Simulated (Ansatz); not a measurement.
Start from Te (space group P3_121, No. 152; a = 4.3169 Å, c = 5.9554 Å; made of chains). Axes: x lies along a and z along c of the hexagonal cell.

Structures relaxed with Ansatz (a program for electronic structure) PBEsol, scalar-relativistic without spin-orbit coupling, earlier PAW set.

Base:

Simulated powder pattern, Mo Kα, λ = 0.71073 Å (kinematic, ideal powder, no thermal factors, no anomalous dispersion; the 10 strongest lines at most, above 2 %, up to 2θ = 40°):

| 2θ (°) | I/Imax (%) | hkl |
|---|---|---|
| 12.89 | 100 | (101) |
| 17.55 | 45 | (012) |
| 18.95 | 31 | (110) |
| 20.62 | 10 | (003) |
| 22.99 | 20 | (021) |
| 25.94 | 14 | (202) |
| 28.15 | 20 | (113) |
| 29.77 | 9.9 | (104) |
| 29.96 | 15 | (211) |
| 32.33 | 12 | (122) |

One thing is altered: a pure shear with ε_xy = ε_yx = -0.0224, atoms relaxed at fixed cell.

After the change:

Simulated powder pattern, Mo Kα, λ = 0.71073 Å (kinematic, ideal powder, no thermal factors, no anomalous dispersion; the 10 strongest lines at most, above 2 %, up to 2θ = 40°):

```json
[
 {"2θ (°)": "12.71", "d (Å)": "3.210", "I/Imax (%)": "100", "hkl": "(-1 1 1)"},
 {"2θ (°)": "12.89", "d (Å)": "3.165", "I/Imax (%)": "98", "hkl": "(0 1 -1)"},
 {"2θ (°)": "13.07", "d (Å)": "3.122", "I/Imax (%)": "96", "hkl": "(101)"},
 {"2θ (°)": "17.42", "d (Å)": "2.346", "I/Imax (%)": "45", "hkl": "(1 -1 2)"},
 {"2θ (°)": "17.56", "d (Å)": "2.329", "I/Imax (%)": "44", "hkl": "(012)"},
 {"2θ (°)": "17.69", "d (Å)": "2.311", "I/Imax (%)": "43", "hkl": "(1 0 -2)"},
 {"2θ (°)": "18.59", "d (Å)": "2.200", "I/Imax (%)": "31", "hkl": "(1 -2 0)"},
 {"2θ (°)": "18.97", "d (Å)": "2.157", "I/Imax (%)": "30", "hkl": "(2 -1 0)"},
 {"2θ (°)": "19.33", "d (Å)": "2.116", "I/Imax (%)": "30", "hkl": "(110)"},
 {"2θ (°)": "20.62", "d (Å)": "1.985", "I/Imax (%)": "29", "hkl": "(003)"}
]
```

The indices refer to the base's conventional cell; one index is shown for lines that coincide. The space group is now P1 (No. 1).

The cells carry an imposed strain or load. No phonon test of stability was made. No dispersion term is included in the PBEsol runs.
